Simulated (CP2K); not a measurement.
## CP2K run on BaNiSn3 (I4mm, 5 atoms in the cell): self-consistent single point

Method: CP2K 2026.2 with PBEsol, GPW, DZVP-MOLOPT-SR-GTH basis, GTH-PBE potentials (GTH_POTENTIALS).

This input was run:

```
&GLOBAL
  PROJECT run
  RUN_TYPE ENERGY_FORCE
  PRINT_LEVEL LOW
&END GLOBAL
&FORCE_EVAL
  METHOD Quickstep
  STRESS_TENSOR ANALYTICAL
  &DFT
    BASIS_SET_FILE_NAME BASIS_MOLOPT
    POTENTIAL_FILE_NAME GTH_POTENTIALS
    &QS
      METHOD GPW
      EPS_DEFAULT 1E-10
    &END QS
    &MGRID
      CUTOFF 600
      REL_CUTOFF 50
      NGRIDS 5
    &END MGRID
    &SCF
      SCF_GUESS ATOMIC
      EPS_SCF 1E-6
      MAX_SCF 100
      ADDED_MOS 8
      &DIAGONALIZATION
        ALGORITHM STANDARD
      &END DIAGONALIZATION
      &MIXING
        METHOD BROYDEN_MIXING
        ALPHA 0.2
        NBUFFER 12
        BETA 1
      &END MIXING
      &SMEAR ON
        METHOD FERMI_DIRAC
        ELECTRONIC_TEMPERATURE [K] 1160.45
      &END SMEAR
    &END SCF
    &KPOINTS
      SCHEME MONKHORST-PACK 5 5 5
    &END KPOINTS
    &XC
      &XC_FUNCTIONAL
        &PBE
          PARAMETRIZATION PBESOL
        &END PBE
      &END XC_FUNCTIONAL
    &END XC
    &PRINT
      &MO
        EIGENVALUES T
        OCCUPATION_NUMBERS T
        NDIGITS 8
        FILENAME mo
        &EACH
          QS_SCF 0
        &END EACH
        ADD_LAST NUMERIC
      &END MO
      &MULLIKEN OFF
      &END MULLIKEN
    &END PRINT
  &END DFT
  &SUBSYS
    &CELL
      A 6.49866800 0.00000000 0.00000000
      B 2.87824800 5.82652400 0.00000000
      C -4.68845800 -2.91326200 3.42986200
      PERIODIC XYZ
    &END CELL
    &COORD
      SCALED
      Ba       0.00098000     0.00098000     0.00000000
      Ni       0.65982000     0.65982000     0.00000000
      Sn       0.25009000     0.75009000     0.50000000
      Sn       0.75009000     0.25009000     0.50000000
      Sn       0.42732000     0.42732000     0.00000000
    &END COORD
    &KIND Ba
      BASIS_SET DZVP-MOLOPT-SR-GTH-q10
      POTENTIAL GTH-PBE-q10
    &END KIND
    &KIND Ni
      BASIS_SET DZVP-MOLOPT-SR-GTH-q18
      POTENTIAL GTH-PBE-q18
    &END KIND
    &KIND Sn
      BASIS_SET DZVP-MOLOPT-SR-GTH-q4
      POTENTIAL GTH-PBE-q4
    &END KIND
  &END SUBSYS
  &PRINT
    &FORCES ON
    &END FORCES
    &STRESS_TENSOR ON
    &END STRESS_TENSOR
  &END PRINT
&END FORCE_EVAL
```

Output, abridged:

```
 GLOBAL| Method name                                                        CP2K
 GLOBAL| Project name                                                        run
 GLOBAL| Run type                                                   ENERGY_FORCE

 TOTAL NUMBERS AND MAXIMUM NUMBERS

  Total number of            - Atomic kinds:                                   3
                             - Atoms:                                          5
                             - Shell sets:                                     5
                             - Shells:                                        29
                             - Primitive Cartesian functions:                 27
                             - Cartesian basis functions:                     88
                             - Spherical basis functions:                     79

  Maximum angular momentum of- Orbital basis functions:                        3
                             - Local part of the GTH pseudopotential:          2
                             - Non-local part of the GTH pseudopotential:      4

 SCF PARAMETERS         Density guess:                                    ATOMIC
                        max_scf:                                             100
                        max_diis:                                              4
                        eps_scf:                                        1.00E-06
                        eps_diis:                                       1.00E-01
                        eps_eigval:                                     1.00E-05
                        level_shift [a.u.]:                             0.000000
                        added MOs                                         8    0
                        Mixing method:                            BROYDEN_MIXING
                                                charge density mixing in g-space
                        Smear method:                                FERMI_DIRAC
                        Electronic temperature [K]:                       1160.5
                        Electronic temperature [a.u.]:                  3.67E-03
                        Accuracy threshold:                             1.00E-10
                        No outer SCF

 Extrapolation method: initial_guess

 Number of electrons:                                                         40
 Number of occupied orbitals:                                                 20
 Number of molecular orbitals:                                                28

 Number of orbital functions:                                                 79
 Number of independent orbital functions:                                     79

 SCF WAVEFUNCTION OPTIMIZATION

  Step     Update method      Time    Convergence         Total energy    Change
     1 NoMix/Diag. 0.20E+00      -     1.78519558      -205.7180150723 -2.06E+02
     2 Broy./Diag. 0.20E+00      -     0.20165748      -199.5237825330  6.19E+00
     3 Broy./Diag. 0.20E+00      -     0.02238900      -205.6517513811 -6.13E+00
     4 Broy./Diag. 0.20E+00      -     0.08104600      -205.1274917076  5.24E-01
     5 Broy./Diag. 0.20E+00      -     0.03301382      -204.7455160753  3.82E-01
     6 Broy./Diag. 0.20E+00      -     0.02562604      -205.4737292701 -7.28E-01
     7 Broy./Diag. 0.20E+00      -     0.01295502      -204.8951827671  5.79E-01
   [... 6 lines left out ...]
    14 Broy./Diag. 0.20E+00      -     0.00006555      -205.0597380705 -3.42E-03
    15 Broy./Diag. 0.20E+00      -     0.00005698      -205.0584284530  1.31E-03
    16 Broy./Diag. 0.20E+00      -     0.00000103      -205.0573087305  1.12E-03
    17 Broy./Diag. 0.20E+00      -     0.00000195      -205.0572987660  9.96E-06
    18 Broy./Diag. 0.20E+00      -     0.00000014      -205.0573001247 -1.36E-06

  *** SCF run converged in    18 steps ***

  Electronic density on regular grids:        -39.9999999741        0.0000000259
  Core density on regular grids:               39.9999999927       -0.0000000073
  Total charge density on r-space grids:        0.0000000186
  Total charge density g-space grids:           0.0000000186

  Overlap energy of the core charge distribution:               0.00000000020110
  Self energy of the core charge distribution:               -335.76002931376900
  Core Hamiltonian energy:                                     87.98499997953699
  Hartree energy:                                              66.28042603535367
  Exchange-correlation energy:                                -23.56059601577565
  Electronic entropic energy:                                  -0.00210081037524
  Fermi energy:                                                 0.24981688675925

  Total energy:                                              -205.05730012468490
  Total energy (extrapolated to T->0):                       -205.05624971949729

 ENERGY| Total FORCE_EVAL ( QS ) energy [hartree]           -205.057296463042519

 FORCES| Atomic forces [hartree/bohr]
 FORCES|   Atom     x               y               z               |f|
 FORCES|      1  2.89939403E-04  1.80141315E-04  4.88073117E-06   3.41378928E-04
 FORCES|      2 -5.51882745E-04 -3.42909081E-04  6.97948571E-06   6.49776819E-04
 FORCES|      3 -2.26797965E-03 -1.40591230E-03 -6.89666654E-07   2.66839307E-03
 FORCES|      4 -2.26499800E-03 -1.41070412E-03 -6.89178466E-07   2.66838950E-03
 FORCES|      5  4.01121695E-03  2.49241505E-03 -4.85739668E-06   4.72250122E-03
 FORCES| Sum    -7.83704045E-04 -4.86969137E-04  5.62397509E-06
 FORCES| Total atomic force                                       9.22693123E-04

 STRESS| Analytical stress tensor [bar]
 STRESS|                        x                   y                   z
 STRESS|      x        6.06762335770E+03   6.02680908674E+02  -2.72293972320E+01
 STRESS|      y        6.02680908674E+02   5.47202885564E+03  -1.69149865123E+01
 STRESS|      z       -2.72293972320E+01  -1.69149865123E+01   5.11253488502E+03
 STRESS| 1/3 Trace                                             5.55072903279E+03
```

The run converged in 18 iterations.

The starting cell comes from a database of computed structures (which also holds hypothetical and non-ambient phases and stackings), without a prior relaxation at this level. Its lattice was rescaled by a random factor within 2.5 % of one. Spin polarisation is off. Values carry the incompleteness of an atom-centred basis. The potentials were made for another functional than the one used.

Cost on one core of a shared machine: roughly 3 min.
